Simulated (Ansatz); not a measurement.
Here is the system:

End structure of a constructed model of the (111) surface of fcc Ir, a pseudomorphic layer of Mn in the host's stacking (bottom of the slab: a bare face, its two planes held):

```xyz
7
Lattice="2.7372 0.0000 0.0000 -1.3686 2.3705 0.0000 0.0000 0.0000 30.0000" Properties=species:S:1:pos:R:3 pbc="T T T"
Ir     0.0000     1.5803     8.1850
Ir     1.3686     0.7902    10.4199
Ir     0.0000     0.0000    12.6341
Ir     0.0000     1.5803    14.8744
Ir     1.3686     0.7902    17.0992
Ir     0.0000     0.0000    19.3607
Mn     0.0000     1.5803    21.5067
```

Model: 7-atom slab, 13.6 Å thick at the start with caps and adatoms (thin: gaps and levels are the slab's own), 16x16x1 mesh, Fermi-Dirac 0.1 eV, dipole correction, 2 atoms held, the rest relaxed; held to the start's symmetry, so lower structures may exist; spin-polarised, ending with about 3.6 μB a cell; orders that need a larger cell were not tried, no spin-orbit, no U. In PBE it is, or lies within 0.01 eV a 1x1 cell of, the lowest of the 2 structures of its composition computed so far; subsurface sites and larger cells were not tried.

Q: Predict the work function of the top face from Ansatz (a program for electronic structure) with PBE.

A: 4.37 eV
